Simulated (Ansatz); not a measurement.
Start from WSi2 (space group I4/mmm, No. 139; a = 3.229 Å, c = 7.870 Å; relaxed with 0.1 eV smearing). Axes: x, y, z lie along a, b, c of the conventional cell.

All numbers come from Kohn–Sham DFT with the PBE functional, run in Ansatz (a first-principles code) with PAW and 420 eV plane waves, no spin-orbit coupling.

Modification: biaxial strain −2.28 %, plane normal [001], relaxed out of plane (Cartesian); in-plane vectors clamped, the third vector and the atoms free.

### Question
Estimate the effect on the out-of-plane strain.

### Answer
The out-of-plane strain amounts to +0.93 %.

### Question
What does the calculation give for the energy relative to the base after the change?

### Answer
The energy rises by 23 meV/atom.

### Question
How does this affect the in-plane stress?

### Answer
The mean in-plane stress (compression positive) comes out as +12.4 GPa.

Whether these cells are dynamically stable was not tested. The final runs are not spin-polarised.
